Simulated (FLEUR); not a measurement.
Input and output of a self-consistent single point for AlFe (Pm-3m, 2 atoms in the cell) (FLEUR).

Computed with PBE, all-electron FLAPW (FLEUR), scalar-relativistic valence.

The change in words: lattice scaled by 0.98. Reference geometry:
```
AlFe
1.0
    2.80254     0.00000     0.00000
    0.00000     2.80254     0.00000
    0.00000     0.00000     2.80254
Al Fe
1 1
Cartesian
  0.00000   0.00000   0.00000
  1.40127   1.40127   1.40127
```
Moments meant for the start (each program seeds them in its own way; μB, in the order of the atoms Al Fe): 0.0 4.0.

Reference input (self-consistent single point, DFT, PBE, all-electron FLAPW (FLEUR), scalar-relativistic valence): Kmax = 4.1 1/bohr; GmaxXC = 16.4 1/bohr; xcFunctional = pbe; jspins = 2; l_soc = F; mode = hist; fermiSmearingEnergy = 0.00367493 Htr; mesh (inpgen div1-3) = 12 12 12; inpgen gamma flag = true; Gmax = 16.4 1/bohr; numbands = 0; maxIterBroyd = 40. This run's input differs from it in these lines:

```diff
@@ -3,5 +3,5 @@
 &input film=f /
-2.8025430000 0.0000000000 0.0000000000
-0.0000000000 2.8025430000 0.0000000000
-0.0000000000 0.0000000000 2.8025430000
+2.7464920000 0.0000000000 0.0000000000
+0.0000000000 2.7464920000 0.0000000000
+0.0000000000 0.0000000000 2.7464920000
 1.8897261246
@@ -43,5 +43,5 @@
          <bravaisMatrix>
-            <row-1>    5.2960387224148571     0.0000000000000000     0.0000000000000000</row-1>
-            <row-2>    0.0000000000000000     5.2960387224148571     0.0000000000000000</row-2>
-            <row-3>    0.0000000000000000     0.0000000000000000     5.2960387224148571</row-3>
+            <row-1>    5.1901176834049032     0.0000000000000000     0.0000000000000000</row-1>
+            <row-2>    0.0000000000000000     5.1901176834049032     0.0000000000000000</row-2>
+            <row-3>    0.0000000000000000     0.0000000000000000     5.1901176834049032</row-3>
          </bravaisMatrix>
```

Output, abridged:

```
 Iteration:     1   Distance:      41.48322090 me/bohr^3
 Iteration:     2   Distance:      40.33476900 me/bohr^3
 Iteration:     3   Distance:      23.45353820 me/bohr^3
 Iteration:     4   Distance:      11.34938413 me/bohr^3
 Iteration:     5   Distance:      18.32068364 me/bohr^3
   [... 19 lines left out ...]
 Iteration:    25   Distance:       0.00010912 me/bohr^3
 Iteration:    26   Distance:       0.00011145 me/bohr^3
 Iteration:    27   Distance:       0.00009405 me/bohr^3
 Iteration:    28   Distance:       0.00000253 me/bohr^3
 Run finished successfully
 Stop message:
   Structural relaxation: Done

[file out, last iteration]
             iter=     29
[...]
          total density-effective poten   -2.3933976056E+03
          total charge density-energy d   -7.4761766584E+01
 Updated energy parameters for spin:           1
 Updated energy parameters for spin:           2
[...]
 fermi energy and band-weighting factors:

[...]
FERMIE:
          first approx. to ef    (T=0)  :   0.440598 htr   (energy of the highest occ. eigenvalue)
          number of occ. states  (T=0)  :       1566
          first approx. to seigv (T=0)  : -10.598779 htr
          sum of weights of occ. states :  19.001736
          sum of semicore charge        :   0.000000 e
FERHIS:  Fermi-Energy by histogram:
          bandgap                     :   0.000185 htr
   [... lines left out ...]
          charge neutrality (T=0)     :   0.001736    (zero if the highest occ. eigenvalue is "entirely" occupied)
     EF_NEWTON:  Adjust Fermi-Energy by Newton-Method.
 Direct bandgap for spin            1 :    5.7088959220479296E-003  Htr
 Direct bandgap for spin            2 :    4.6160996043891345E-003  Htr
 ---->    free energy=                     -1515.6402217415 htr
   [... lines left out ...]
 ***** TOTAL FORCES ON ATOMS *****
 TOTAL FORCE FOR ATOM TYPE=  1  X=  0.000   Y=  0.000   Z=  0.000
                       FX_TOT= 0.000000 FY_TOT= 0.000000 FZ_TOT= 0.000000
 TOTAL FORCE FOR ATOM TYPE=  2  X=  2.595   Y=  2.595   Z=  2.595
                       FX_TOT= 0.000000 FY_TOT= 0.000000 FZ_TOT= 0.000000
 Structural relaxation: Done
```

The run converged in 28 iterations. FLEUR gives forces in its relaxation mode, with a further iteration, so its stop message speaks of a relaxation. Against the reference run the free energy rises by 101 meV/atom and the size of the net moment goes from 0.31 to 0.26 μB/atom.

The starting cell comes from a database of computed structures (which also holds hypothetical and non-ambient phases and stackings), without a prior relaxation at this level. Its lattice was rescaled by a random factor within 2.5 % of one. For this run, on top of that: lattice scaled by 0.98. The moments shrank to a small part of their start, a low-spin state that need not be the lowest. Values depend on the basis (sphere radii, cutoffs, local orbitals), which need not be converged. The log's line on a gap gives a spacing of levels on this mesh, which the program prints for metals too.

Cost on one core of a shared machine: roughly 90 s.
